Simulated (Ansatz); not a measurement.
## Pd under a change: pressure 1.5 GPa

Take Pd in the fcc (Cu type) structure (space group Fm-3m, No. 225; a = 3.943 Å) as the base.

Perturbation: cell and atoms relaxed at a pressure of 1.5 GPa.

The values are results of PBE (Ansatz, a program for electronic structure; PAW; 420 eV plane waves; no SOC), earlier PAW set, not measurements. Γ-centred 20×20×20 mesh, Fermi–Dirac width 0.05 eV.

```json
[
 {"quantity": "density", "base": "11.53 g/cm³", "changed": "11.63 g/cm³", "shift": "+0.10 g/cm³"},
 {"quantity": "shortest interatomic distance", "base": "278.8 pm", "changed": "278.0 pm", "shift": "-0.8 pm"},
 {"quantity": "band gap", "base": "zero", "changed": "zero", "shift": "–"}
]
```

Final structure:

```
CELL_PARAMETERS angstrom
      0.00000     1.96559     1.96559
      1.96559     0.00000     1.96559
      1.96559     1.96559     0.00000
ATOMIC_POSITIONS crystal
  Pd 0.00000 0.00000 0.00000
```

Load acts through the strain it causes; cell and atoms are relaxed under it. No phonon test of stability was made. All final runs are without spin polarisation.
